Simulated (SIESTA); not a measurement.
## A series of runs on V2O5 (C2/m, 7 atoms in the cell)

```xyz
7
Lattice="5.7112 -1.4440 0.0000 5.7112 1.4440 0.0000 -0.6842 0.0000 5.3189" Properties=species:S:1:pos:R:3 pbc="T T T"
V      1.3405     0.0000     1.9857
V      9.3977     0.0000     3.3332
O     -0.3421     0.0000     2.6595
O      6.8778     0.0000     0.8947
O      3.8604     0.0000     4.4242
O      3.2417     0.0000     1.9654
O      7.4964     0.0000     3.3535
```

Base run A: GGA PBEsol, numerical atomic orbitals DZP, PseudoDojo PBEsol standard norm-conserving potentials (rewritten from UPF to PSML) in SIESTA 5.4.2, self-consistent single point.

Its settings: XC.functional = GGA; XC.authors = PBEsol; potentials = PseudoDojo PBEsol standard; PAO.BasisSize = DZP; PAO.EnergyShift = 0.01 Ry; MeshCutoff = 300 Ry; kgrid.MonkhorstPack = 8 8 4; OccupationFunction = FD; ElectronicTemperature = 10 K; MaxSCFIterations = 150; SCF.Mixer.Method = Broyden; SCF.Mixer.Weight = 0.1; SCF.Mixer.History = 8; SCF.DM.Tolerance = 1.0E-05.

The starting cell comes from a database of computed structures (which also holds hypothetical and non-ambient phases and stackings), without a prior relaxation at this level. Values carry the incompleteness of an atom-centred basis. In the base run, with a pressure of about -10 GPa the cell is away from its equilibrium volume at this level.

ΔF is the free energy per atom less that of run A. 

Run A gave: pressure (GPa) -10.16; largest force (eV/Å) 0.817; gap on the mesh (eV) 1.127; k-points 150.

Runs:
- B: kgrid.MonkhorstPack = 4 4 2
- C: kgrid.MonkhorstPack = 5 5 3
- D: kgrid.MonkhorstPack = 7 7 4

### Question
What does run C change against A?

### Answer
The free energy hardly moves (within 1 meV/atom), the pressure hardly changes (-10.16 to -10.17 GPa), the largest force goes from 0.817 to 0.842 eV/Å and the gap on the mesh goes from 1.127 to 1.110 eV.

### Question
What does run B change against A?

### Answer
The free energy rises by 4.8 meV/atom, the pressure stays near -10.10 GPa while the xx stress (positive for compression) goes from -10.95 to -11.32 GPa, the largest force hardly changes (0.817 to 0.819 eV/Å) and the gap on the mesh goes from 1.127 to 1.148 eV.

### Question
What does run D change against A?

### Answer
The free energy stays essentially unchanged (within 1 meV/atom), the pressure stays at -10.16 GPa, the largest force hardly changes (0.817 to 0.819 eV/Å) and the gap on the mesh goes from 1.127 to 1.065 eV.

```tsv
run	ΔF (meV/atom)	pressure (GPa)	largest force (eV/Å)	gap on the mesh (eV)	k-points
A	0.00	-10.16	0.817	1.127	150
B	4.8	-10.10	0.819	1.148	23
C	-0.06	-10.17	0.842	1.110	38
D	0.01	-10.16	0.819	1.065	102
```
